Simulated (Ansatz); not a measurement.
## What biaxial strain +1.85 %, plane normal [111], relaxed out of plane does to AlCo

Consider AlCo in the CsCl type structure (space group Pm-3m, No. 221; a = 2.824 Å; weakly magnetic (sensitive to the mesh)). Axes: x, y, z lie along the cube axes.

It is then changed as follows: tensile biaxial strain of 1.85 % in the plane normal to [111], as in epitaxy on a mismatched substrate; the out-of-plane cell vector and the atoms relax.

Computed with r2SCAN in Ansatz (plane waves to 500 eV, PAW, scalar-relativistic without spin-orbit coupling). k-mesh 16×16×16 (Γ-centred); smearing 0.05 eV (Fermi–Dirac).

```json
[
 {"quantity": "volume per atom", "base": "11.26 Å³", "changed": "11.60 Å³", "shift": "+0.34 Å³"},
 {"quantity": "space group", "base": "Pm-3m (No. 221)", "changed": "R-3m (No. 166)", "shift": "–"},
 {"quantity": "shortest interatomic distance", "base": "244.6 pm", "changed": "242.8 pm", "shift": "-1.8 pm"},
 {"quantity": "energy relative to the base (free energy F)", "base": "0 meV/atom", "changed": "+11 meV/atom", "shift": "+11 meV/atom"},
 {"quantity": "pressure (mean of the normal stresses, compression positive)", "base": "0.0 GPa", "changed": "-5.3 GPa", "shift": "-5.3 GPa"},
 {"quantity": "band gap", "base": "zero", "changed": "zero", "shift": "–"},
 {"quantity": "magnetic state", "base": "weakly magnetic (sensitive to the mesh)", "changed": "weakly magnetic (sensitive to the mesh)", "shift": "–"},
 {"quantity": "out-of-plane strain (rough)", "base": "–", "changed": "-0.72 %", "shift": "–"},
 {"quantity": "mean in-plane stress (compression positive) (rough)", "base": "–", "changed": "-7.9 GPa", "shift": "–"}
]
```

Other magnetic orders, which the real material may have, were not ruled out. Without a gap, meshes like the base's 16×16×16 leave anisotropic stresses uncertain by several tenths of a GPa, and small strain energies with them. Stability against distortions was not tested. Seeded moments were not kept for the base.

Ansatz is a first-principles code.
